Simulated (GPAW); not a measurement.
Band structure of Rb3Ba (Fm-3m, 4 atoms in the cell).

```xyz
4
Lattice="0.0000 5.4626 5.4626 5.4626 0.0000 5.4626 5.4626 5.4626 0.0000" Properties=species:S:1:pos:R:3 pbc="T T T"
Rb     2.7313     2.7313     2.7313
Rb     8.1939     8.1939     8.1939
Rb     5.4626     5.4626     5.4626
Ba     0.0000     0.0000     0.0000
```

Method of the run: PBEsol, GPAW PAW datasets PBEsol (made by gpaw-setup) (plane waves; GPAW).

Settings: mode = pw; ecut = 600 eV; xc = PBEsol; kpts = 4 4 4; mesh shift (steps) = 0 0 0; occupations.name = fermi-dirac; occupations.width = 0.05 eV; nbands = -10; convergence.forces = 0.001 eV/Å; symmetry.symmorphic = false; symmetry.tolerance = 0.0005; maxiter = 120; bandpath_npoints = 40.

The starting cell comes from a database of computed structures (which also holds hypothetical and non-ambient phases and stackings), without a prior relaxation at this level. Its lattice was rescaled by a random factor within 2.5 % of one.

Levels in eV from the Fermi level, bands 15 to 22:
```
point      15      16     17     18     19     20    21    22
-----  ------  ------  -----  -----  -----  -----  ----  ----
Γ      -12.54  -12.54  -2.24   0.47   0.47   0.54  0.54  0.54
X      -12.54  -12.54  -0.90  -0.61  -0.19  -0.13  0.84  0.84
W      -12.54  -12.54  -0.73  -0.41  -0.41  -0.41  0.79  0.97
K      -12.54  -12.54  -0.83  -0.54  -0.49   0.02  0.66  0.96
L      -12.54  -12.54  -1.25  -0.91   0.46   0.46  0.61  0.97
U      -12.54  -12.54  -0.83  -0.54  -0.49   0.02  0.66  0.96
```

Bands cross the Fermi level along this path, so the cell is metallic at this level.
